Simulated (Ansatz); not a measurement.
# La2SiO5 (C2/c, No. 15, 32 atoms in the cell; start mp-752717)

All values below come from PBEsol (plane waves, PAW; Ansatz, a first-principles code).

Run with plane-wave cutoff 520 eV, 6×6×4 k mesh (along the axes of the cell as run), Fermi–Dirac smearing 0.01 eV, scalar-relativistic PAW data made under PBE.

Cell (relaxed with PBEsol):

```
CELL_PARAMETERS angstrom
      7.39886    -3.50480     0.00571
      7.39886     3.50480     0.00571
     -5.76508     0.00000     9.35144
ATOMIC_POSITIONS crystal
  La 0.23033 0.47896 0.66888
  La 0.76967 0.52104 0.33112
  La 0.52104 0.76967 0.83112
  La 0.47896 0.23033 0.16888
  La 0.78534 0.28730 0.96213
  La 0.21466 0.71270 0.03787
  La 0.71270 0.21466 0.53787
  La 0.28730 0.78534 0.46213
  Si 0.26356 0.09437 0.31278
  Si 0.73644 0.90563 0.68722
  Si 0.90563 0.73644 0.18722
  Si 0.09437 0.26356 0.81278
  O  0.07986 0.11045 0.15746
  O  0.92014 0.88955 0.84254
  O  0.88955 0.92014 0.34254
  O  0.11045 0.07986 0.65746
  O  0.86491 0.75100 0.55958
  O  0.13509 0.24900 0.44042
  O  0.24900 0.13509 0.94042
  O  0.75100 0.86491 0.05958
  O  0.60126 0.16388 0.68757
  O  0.39874 0.83612 0.31243
  O  0.83612 0.39874 0.81243
  O  0.16388 0.60126 0.18757
  O  0.83665 0.57471 0.16494
  O  0.16335 0.42529 0.83506
  O  0.42529 0.16335 0.33506
  O  0.57471 0.83665 0.66494
  O  0.42780 0.60498 0.89464
  O  0.57220 0.39502 0.10536
  O  0.39502 0.57220 0.60536
  O  0.60498 0.42780 0.39464
```

For La2SiO5 (C2/c, No. 15, 32 atoms in the cell; start mp-752717), the band gap is 4.59 eV.

Spin–orbit coupling is not included.

Static lattice: no zero-point or thermal effects.

Computing time: very roughly 21 core-minutes.

A start named mp-… is a Materials Project structure, which need not be a measured phase.
